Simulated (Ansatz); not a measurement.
# Thermal expansion of Sn2Pt in space group Fm-3m (No. 225)

Method: the quasi-harmonic free energy, PBEsol in Ansatz (a program for electronic structure); phonon mesh 3×3×3, k mesh 12×12×12. The cell is a database entry relaxed within its symmetry; it need not be the phase found at ambient conditions. The run noted for some of its cells that some bands missed the eigensolver's tolerance. Spin-orbit coupling is not included.

```csv
T (K),α_L (10⁻⁶/K),C_P (J/mol/K),bulk modulus B_T (GPa),γ
100,9.9,60.8,104,2.08
200,12.4,72.3,100,2.14
300,13.5,75.6,96.9,2.17
400,14.3,77.6,93.6,2.21
500,15.1,79.3,90.4,2.25
600,16.0,80.9,87.3,2.28
700,16.8,82.6,84.2,2.32
800,17.7,84.4,81.3,2.35
900,18.5,86.3,78.5,2.39
1000,19.4,88.4,75.8,2.42
```

```json
{
 "conventional lattice constants at 300 K": "a = 6.480 Å",
 "entropy at 300 K": "131.7 J/(mol K)",
 "adiabatic bulk modulus at 300 K": "99.5 GPa",
 "bulk_modulus_without_vibrations": "107 GPa",
 "zero_point_volume_expansion": "0.30 %"
}
```

The crystal is held in this phase throughout; melting and phase transitions are not modelled.

The PAW data sets were generated under PBE and serve the other functionals too.
